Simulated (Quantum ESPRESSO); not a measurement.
Checking a run of Quantum ESPRESSO on MgCu2S4 (Pm, 7 atoms in the cell). The aim is a self-consistent single point with DFT, LDA (PZ), plane waves, GBRV 1.5 ultrasoft (LDA) pseudopotentials.

Cell that was meant: a = 5.3106 Å, b = 3.6009 Å, c = 6.7184 Å, α = 90.00°, β = 111.11°, γ = 90.00°.

Part of the input:

```fortran
   occupations = 'smearing'
   smearing = 'methfessel-paxton'
   degauss = 0.0036749
   nbnd = 36
/
&electrons
   conv_thr = 1.0d-10
```

The program printed (abridged):

```
     G-vector sticks info
     --------------------
     sticks:   dense  smooth     PW     G-vecs:    dense   smooth      PW
   [... lines left out ...]
        k(    1) = (   0.0000000   0.0000000   0.0000000), wk =   0.0333333
        k(    2) = (   0.0000000   0.0000000   0.2824303), wk =   0.0666667
        k(    3) = (   0.0000000   0.2949644   0.0000000), wk =   0.0666667
   [... 18 lines left out ...]

     Dense  grid:   109273 G-vectors     FFT dimensions: (  64,  45,  81)

     Smooth grid:    38695 G-vectors     FFT dimensions: (  45,  32,  60)

     Initial potential from superposition of free atoms

     starting charge      69.6997, renormalised to      72.0000
     Self-consistent Calculation

     iteration #  1     ecut=    50.00 Ry     beta= 0.50

     total energy              =   -1028.17080700 Ry
     estimated scf accuracy    <       1.28111083 Ry

     iteration #  2     ecut=    50.00 Ry     beta= 0.50

     total energy              =   -1028.42206022 Ry
     estimated scf accuracy    <       1.83859340 Ry

     iteration #  3     ecut=    50.00 Ry     beta= 0.50

     total energy              =   -1028.70151093 Ry
     estimated scf accuracy    <       0.04863523 Ry

   [... 20 blocks of this kind left out ...]

     iteration # 24     ecut=    50.00 Ry     beta= 0.50

     total energy              =   -1028.73033857 Ry
     estimated scf accuracy    <          3.3E-09 Ry

     iteration # 25     ecut=    50.00 Ry     beta= 0.50
     End of self-consistent calculation

     the Fermi energy is     8.7500 ev

!    total energy              =   -1028.73033857 Ry
     estimated scf accuracy    <          4.8E-11 Ry
     smearing contrib. (-TS)   =       0.00000000 Ry
     internal energy E=F+TS    =   -1028.73033857 Ry

     convergence has been achieved in  25 iterations

     Forces acting on atoms (cartesian axes, Ry/au):

     atom    1 type  1   force =    -0.00122477    0.00000000   -0.00232610
     atom    2 type  2   force =     0.00054150    0.00000000    0.00035043
     atom    3 type  2   force =     0.00384167    0.00000000   -0.00234187
     atom    4 type  3   force =    -0.00225616    0.00000000    0.00128382
   [... lines left out ...]

     Total force =     0.038913     Total SCF correction =     0.000016

          total   stress  (Ry/bohr**3)                   (kbar)     P=       -2.88
  -0.00000866   0.00000000   0.00004958           -1.27        0.00        7.29
   0.00000000  -0.00006155   0.00000000            0.00       -9.05        0.00
   0.00004958   0.00000000   0.00001139            7.29        0.00        1.68

   JOB DONE.
```

Task: Is this run sound? If not, what is wrong?

Result: The run is not sound. The fault is too few bands. The band count has to hold all valence electrons, and a smeared run needs empty bands on top for the tail of the occupations. To fix it, raise the band count or leave it to the default. The run converged in 25 iterations without an error; against the sound input the free energy rises by 10.2 meV/atom, the pressure goes from -0.51 to -0.29 GPa and the largest force goes from 0.637 to 0.713 eV/Å.

The sound input it was made from differs as follows (other fixes are possible):
```diff
-   nbnd = 36
```

With that input, the run converged in 16 iterations: free energy E − TS -13996.6610 eV; Fermi level (on the code's own zero) 8.15 eV; pressure -0.51 GPa; largest force (vector length) 0.637 eV/Å (DFT, LDA (PZ), plane waves, GBRV 1.5 ultrasoft (LDA) pseudopotentials).

On the sound input: the starting cell comes from a database of computed structures (which also holds hypothetical and non-ambient phases and stackings), without a prior relaxation at this level. Its lattice was rescaled by a random factor within 2.5 % of one. Spin polarisation is off. The run gives no clean gap (levels at the Fermi energy touch, overlap or are partly filled at this smearing), which alone does not show that the compound is a metal. Without a gap this mesh is coarse (it stands for a supercell whose shortest vector is 18 Å).
